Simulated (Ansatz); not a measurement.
We look at the energy change on adding 2 H to slab B from H2 (gas). Reaction: cell B + H2 (gas) → cell A. A negative value means that the right-hand side lies lower.

Cell A: a slab of composition Ge16H4 built on Ge (diamond, Fd-3m) (100), with 12 atoms on that crystal's sites, 20 atoms, rectangular cell of 4.07 × 8.15 Å (33.2 Å²), symmetry P2/m within 0.02 Å, 12.7 Å thick under 16 Å of vacuum, in-plane vectors held at the crystal's; planes from bottom to top: H2 | Ge2 × 8 | H2; foreign atoms: four times H bound to 1 Ge at 1.56 Å; against B it holds 2 H more, on a cell with two atoms a plane; spin state with PBE: run without spin, k-point mesh 7×4×1.
```xyz
20
Lattice="4.0739 0.0000 0.0000 0.0000 8.1477 0.0000 0.0000 0.0000 28.5714" Properties=species:S:1:pos:R:3 pbc="T T T"
Ge     0.0000     0.7930     9.3972
Ge     0.0000     3.3162     9.4567
Ge     2.0369     0.1256    10.6484
Ge     2.0369     3.9403    10.7402
Ge     2.0369     1.9845    12.2863
Ge     2.0369     6.1450    11.9862
Ge     0.0000     1.9878    13.6748
Ge     0.0000     6.1601    13.4629
Ge     0.0000    -0.0493    15.1085
Ge     0.0000     4.1230    14.8966
Ge     2.0369    -0.0342    16.5852
Ge     2.0369     4.1263    16.2851
Ge     2.0369     2.1705    17.8312
Ge     2.0369     5.9852    17.9230
Ge     0.0000     2.7946    19.1147
Ge     0.0000     5.3178    19.1742
H      0.0000     0.2871     7.9260
H      0.0000     3.8840     8.0077
H      0.0000     2.2268    20.5637
H      0.0000     5.8237    20.6454
```

Cell B: a slab of composition Ge16H2 built on Ge (diamond, Fd-3m) (100), with 13 atoms on that crystal's sites, 18 atoms, rectangular cell of 4.07 × 8.15 Å (33.2 Å²), symmetry Pm within 0.02 Å, 11.6 Å thick under 16 Å of vacuum, in-plane vectors held at the crystal's; planes from bottom to top: H2 | Ge2 × 7 | Ge × 2; foreign atoms: two times H bound to 1 Ge at 1.56 Å; spin state with PBE: run without spin, k-point mesh 7×4×1.
```xyz
18
Lattice="4.0739 0.0000 0.0000 0.0000 8.1477 0.0000 0.0000 0.0000 27.5148" Properties=species:S:1:pos:R:3 pbc="T T T"
Ge     0.0000     0.8320     9.3941
Ge     0.0000     3.3527     9.4478
Ge     2.0369     0.1646    10.6460
Ge     2.0369     3.9766    10.7315
Ge     2.0369     2.0264    12.2861
Ge     2.0369     6.1788    11.9764
Ge     0.0000     2.0308    13.6822
Ge     0.0000     6.2031    13.4494
Ge     0.0000    -0.0234    15.1036
Ge     0.0000     4.1798    14.9027
Ge     2.0369     0.0463    16.5757
Ge     2.0369     4.0900    16.3114
Ge     2.0369     2.1868    17.9517
Ge     2.0369     6.0818    17.9766
Ge     0.0000     2.5054    19.4858
Ge     0.0000     4.8921    18.7256
H      0.0000     0.3156     7.9265
H      0.0000     3.9206     7.9983
```

Reference: an isolated H2 molecule (singlet) in a box of 11 × 11 × 13 Å.

Computed with Ansatz (plane waves, PAW), its default PAW set, cutoff 420 eV, 500 eV for r2SCAN. The structures are at rest with PBE, within the held lattices; other levels are single points on them. HSE06 runs on coarser k-point meshes, mended by the PBE difference between the two meshes. Neutral cells; Fermi-Dirac smearing of at most 0.05 eV in the solids, energies taken to zero width. The lattices are those relaxed with PBE or held as stated, so at other levels the solids can be strained, which adds to the spread. Larger cells are relaxed from a start prepared with the learned potential CHGNet till forces fall under 0.03 eV/Å, which some starts already meet. A dispersion term (D3(BJ), or D4 for r2SCAN) was computed beside these levels and is taken off wherever the name lacks it. Nuclei at rest; no vibrational terms. Cells are local rest points, mostly with their start's symmetry. No correction for cell size. Cell A has symmetry P2/m within 0.02 Å and got no random move, so less symmetric positions, which may lie lower, weren't tried. Cell B has symmetry Pm within 0.02 Å and got no random move, so less symmetric positions, which may lie lower, weren't tried.

**Question.** What is the computed value (PBE)?

**Answer.** -1.00 eV, for cell B + H2 (gas) → cell A.

**Question.** What do the other levels give, and how wide is the spread?

**Answer.** 
| Level | value (eV) | less PBE |
|---|---|---|
| r2SCAN | -1.36 | -0.36 |
| HSE06 | -1.38 | -0.38 |

The levels shown span 0.38 eV, from HSE06 (-1.38) to PBE (-1.00).

Ansatz is a program for electronic structure.
